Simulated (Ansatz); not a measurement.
Consider ZrO$_{2}$ (space group P4_2/nmc, No. 137; a = 3.584 Å, c = 5.177 Å).

Perturbation: a negative pressure, −1 GPa.

Levels (all Ansatz, a quantum-chemistry and plane-wave program, PAW): PBEsol (420 eV, no spin-orbit coupling); PBEsol+SOC (420 eV, with spin-orbit coupling).

The geometry is relaxed with PBEsol.

| Quantity | Value |
|---|---|
| PBEsol width of the top valence band | 0.92 eV |
| PBEsol electron mass | 2.1 mₑ along c, 0.57 mₑ across (at Γ) |
| PBEsol band gap | 3.99 eV |

**Question.** How does going to PBEsol+SOC change the width of the top valence band, electron mass and band gap?

**Answer.** The width of the top valence band stays essentially unchanged (0.92 eV against 0.90 eV); the electron mass becomes 2.1 mₑ along c, 0.58 mₑ across (at Γ) (PBEsol: 2.1 mₑ along c, 0.57 mₑ across (at Γ)); the band gap remains 3.99 eV.

Single points use the geometry relaxed with PBEsol. Differences between runs with and without spin-orbit coupling are approximate. Load acts through the strain it causes; cell and atoms are relaxed under it. Effective masses come from finite differences of ±0.01 Å⁻¹. Stability against distortions was not tested. This is not the structure that ZrO2 has at room temperature and ambient pressure.
